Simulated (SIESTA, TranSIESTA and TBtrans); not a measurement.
Run with TranSIESTA and TBtrans (open boundaries, self-consistent; PseudoDojo norm-conserving potentials, scalar-relativistic): Spin polarized, PAO.BasisSize DZP, PAO.EnergyShift 0.15 eV, XC.Authors PBE, Mesh.Cutoff 200 Ry, ElectronicTemperature 300 K, TS.Voltage 0.0 eV, TBT.Elecs.Eta 0.001 eV.

Device: Ir chain with one Ru atom in place of Ir. Leads: straight Ir chain, spacing 2.438 Å. Geometry: as built, not relaxed. Transport runs along z; the first 6 and the last 6 of the 21 atoms are the lead cells, repeated to infinity.

```xyz
21
Lattice="9.000 0.000 0.000 0.000 9.000 0.000 0.000 0.000 51.010" Properties=species:S:1:pos:R:3 pbc="F F T"
Ir     4.500     4.500     0.000
Ir     4.500     4.500     2.438
Ir     4.500     4.500     4.876
Ir     4.500     4.500     7.314
Ir     4.500     4.500     9.752
Ir     4.500     4.500    12.190
Ir     4.500     4.500    14.628
Ir     4.500     4.500    17.066
Ir     4.500     4.500    19.504
Ir     4.500     4.500    21.942
Ru     4.500     4.500    24.286
Ir     4.500     4.500    26.630
Ir     4.500     4.500    29.068
Ir     4.500     4.500    31.506
Ir     4.500     4.500    33.944
Ir     4.500     4.500    36.382
Ir     4.500     4.500    38.820
Ir     4.500     4.500    41.258
Ir     4.500     4.500    43.696
Ir     4.500     4.500    46.134
Ir     4.500     4.500    48.572
```
Starting moments (μB): atom 7 +1, atom 8 +1, atom 9 +1, atom 10 +1, atom 11 +1.5, atom 12 +1, atom 13 +1, atom 14 +1, atom 15 +1; lead atoms +1 (left) and +1 (right).

Question: Predict: conductance at 300 K (G0 = 2e²/h); mean T from −0.5 to 0.5 eV; spin polarisation of the conductance, (up − down)/(up + down).

Answer: conductance at 300 K (G0 = 2e²/h): 4.34; mean T from −0.5 to 0.5 eV: 4.07; spin polarisation of the conductance, (up − down)/(up + down): -0.19. The magnetic order of the leads was set by the start, and no other order was tried; the separate lead runs end at 0.96 (left) and 0.96 (right) μB an atom. The straight chain is held at its spacing; free chains may zigzag or dimerise. Spin-orbit coupling, left out here, matters for the heavy atoms.
